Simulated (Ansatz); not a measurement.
# How far PBE and r2SCAN part for Ru, isotropic strain −0.73 %

Consider Ru in the hcp (Mg type) structure (space group P6_3/mmc, No. 194; a = 2.722 Å, c = 4.294 Å; relaxed with 0.1 eV smearing).

(Cell as relaxed with PBE.)

Levels (all Ansatz, a quantum-chemistry and plane-wave program, PAW, earlier PAW set): PBE (420 eV, no SOC); r2SCAN (500 eV, scalar-relativistic without spin-orbit coupling).

Each level relaxes its own structure.

```
base                      PBE    r2SCAN
-------------------  --------  --------
volume per atom      13.77 Å³  13.52 Å³
lattice parameter a   2.722 Å   2.706 Å
band gap                 zero      zero
```

The change: an isotropic linear strain of −0.73 %; the atoms relax in the strained cell.

| quantity | PBE | r2SCAN |
|---|---|---|
| pressure (mean of the normal stresses, compression positive) | 7.2 GPa | 7.8 GPa |
| energy relative to the base (free energy F) | +6.6 meV/atom | +7.0 meV/atom |
| band gap | zero | zero |

PBE's pressure lies 0.6 GPa below r2SCAN's; PBE's energy relative to the base lies 0.4 meV/atom below r2SCAN's; the two agree on the band gap. Neither level is exact; r2SCAN is the comparison here, not a measurement.

No phonon test of stability was made. All final runs are without spin polarisation.
